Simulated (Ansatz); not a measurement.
L1₀ (CuAu-type) TiAl, treated with LDA in Ansatz (plane waves, PAW).

Run with plane-wave cutoff 520 eV, 20×20×14 k mesh (along the axes of the cell as run), Fermi–Dirac smearing 0.05 eV, no spin polarisation, scalar-relativistic PAW data made under PBE.

Shape and atoms are relaxed at each volume.

Pressure at four volumes; x = ln(V/15.300 Å³). One pressure is withheld.

| V (Å³/atom) | x | P (GPa) |
|---|---|---|
| 14.688 | -0.0408 | ? |
| 14.994 | -0.0202 | 2.68 |
| 15.300 | 0.0000 | 0.00 |
| 15.912 | 0.0392 | -4.62 |

Task: Pass a parabola P(x) through the three rows shown, estimate the bulk modulus and its pressure derivative near zero pressure, and predict the withheld pressure.

Result: Slopes between the rows: (0.00 − (2.68))/(0.0000 − (-0.0202)) = -132.67 and (-4.62 − (0.00))/(0.0392 − (0.0000)) = -117.86 GPa. Their difference over the span 0.0594 is c = 14.81/0.0594 = 249.3 GPa, so P(x) = 2.68 + (-132.67)(x − (-0.0202)) + 249.3 (x − (-0.0202))(x − (0.0000)). At the middle row B = −dP/dx = −[-132.67 + 249.3 × 0.0202] = 127.6 GPa, and B′ = dB/dP = 2c/B = 3.9. At x = -0.0408 the parabola gives 5.62 GPa; the run gives 5.63 GPa. The Birch–Murnaghan fit to the energies at all volumes has B0 = 127 GPa and B′ = 3.9.

Ansatz is a program for electronic structure.
